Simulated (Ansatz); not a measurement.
The starting structures come from a database of crystals and need not be the phases stable at ambient conditions.

The decay constant κ of evanescent states in the gap governs leakage through a thin film.

Data:

```
CELL_PARAMETERS angstrom
      4.70005     0.00000     0.00000
      0.00000    16.29976     0.00000
      2.35003     8.14988     2.35003
ATOMIC_POSITIONS crystal
  Ca 0.00000 0.33506 0.00000
  Ca 0.00000 0.66494 0.00000
  Ca 0.50000 0.50000 0.00000
  Ca 0.50000 0.00000 0.00000
  Sb 0.00000 0.13899 0.00000
  Sb 0.00000 0.86101 0.00000
  O  0.00000 0.50000 0.00000
```

Space group of this cell: I4/mmm. The cell is taken as given; by PBEsol its mean pressure is -1.8 GPa.

Transport runs along the normal of the first two printed cell vectors, the (100) plane of the conventional cell.

The gap is the functional's own. No spin-orbit coupling. Mid-gap values are interpolated on the energy grid.

**Question.** Estimate the band gap and the smallest decay constant κ at mid-gap that Ansatz (an electronic-structure program) with PBEsol returns for this system.

**Answer.** Gap 0.88 eV on a 12×12×12 mesh; κ = 0.089 1/Å, at the zone centre.
